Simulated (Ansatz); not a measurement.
Start from BeS in the zinc blende structure (space group F-43m, No. 216; a = 4.8381 Å).

All numbers come from PBEsol (Ansatz, an electronic-structure program, PAW, no SOC).

Before the change:

| Property | Result |
|---|---|
| Electron mass | 0.80 mₑ along k, 0.28 mₑ across (at X) |
| Hole mass | 0.33, 0.55, 0.55 mₑ (at Γ) |

Perturbation: every lattice vector is shortened by 0.50 %; the atoms relax in the strained cell.

Problem. What does the calculation give for the electron mass, energy relative to the base, hole mass and mean gap deformation potential ΔEg/Δln V after the change?

Solution. The electron mass changes from 0.80 mₑ along k, 0.28 mₑ across (at X) to 0.79 mₑ along k, 0.28 mₑ across (at X); the energy increases by 1.0 meV/atom; the hole mass (degenerate bands, along [100]) becomes 0.33, 0.54, 0.54 mₑ (at Γ) (base: 0.33, 0.55, 0.55 mₑ (at Γ)); the mean gap deformation potential ΔEg/Δln V amounts to +2.3 eV.

Effective masses come from finite differences of ±0.01 Å⁻¹. Along k means along the line from Γ to the band edge. Whether these cells are dynamically stable was not tested.
